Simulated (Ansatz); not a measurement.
The reference is K in the bcc (W type) structure (space group Im-3m, No. 229; a = 5.2146 Å; relaxed with 0.1 eV smearing). Axes: x, y, z lie along the cube axes.

Computed with PBEsol, PAW, 420 eV (Ansatz, an electronic-structure program; no SOC).

Perturbation: biaxial strain −1.25 %, plane normal [111], relaxed out of plane (Cartesian); in-plane vectors clamped, the third vector and the atoms free.

Q: What does the calculation give for the out-of-plane strain and in-plane stress after the change?

A: The out-of-plane strain is +0.77 %; the mean in-plane stress (compression positive) comes out as +0.1 GPa.

Stability against distortions was not tested.
